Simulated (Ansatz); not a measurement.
**Response to strain in Ru**

Start from Ru in the hcp (Mg type) structure (space group P6_3/mmc, No. 194; relaxed with 0.1 eV smearing).

```
Ru
1.0
    2.70429     0.00000     0.00000
   -1.35214     2.34198     0.00000
    0.00000     0.00000     4.26291
Ru
2
Cartesian
  1.35214   0.78066   3.19718
  0.00000   1.56132   1.06573
```

Cartesian axes are those of the cell as printed.

Strains are applied to the cell and any free atomic positions relax.

Computed with plane-wave PAW DFT at the r2SCAN level (Ansatz, a program for electronic structure, 500 eV), scalar-relativistic without spin-orbit coupling.

Notes on the quantities. energy relative to the base: free energy F; pressure: mean of the normal stresses, compression positive.

```csv
case,energy relative to the base,volume per atom,pressure
base,0 meV/atom,13.50 Å³,0.0 GPa
uniaxial strain ε_zz = −3.00 %,+28 meV/atom,13.09 Å³,___
uniaxial strain ε_zz = −2.50 %,+19 meV/atom,13.16 Å³,9.8 GPa
uniaxial strain ε_zz = −2.00 %,+12 meV/atom,13.23 Å³,7.7 GPa
uniaxial strain ε_zz = −1.50 %,+6.7 meV/atom,13.30 Å³,5.6 GPa
uniaxial strain ε_zz = −1.00 %,___,13.36 Å³,3.7 GPa
uniaxial strain ε_zz = −0.50 %,+0.7 meV/atom,13.43 Å³,1.8 GPa
```

Question: Complete the table.

Answer: 
- uniaxial strain ε_zz = −3.00 %, pressure: 12.0 GPa
- uniaxial strain ε_zz = −1.00 %, energy relative to the base: +3.0 meV/atom

Whether these cells are dynamically stable was not tested. All final runs are without spin polarisation.
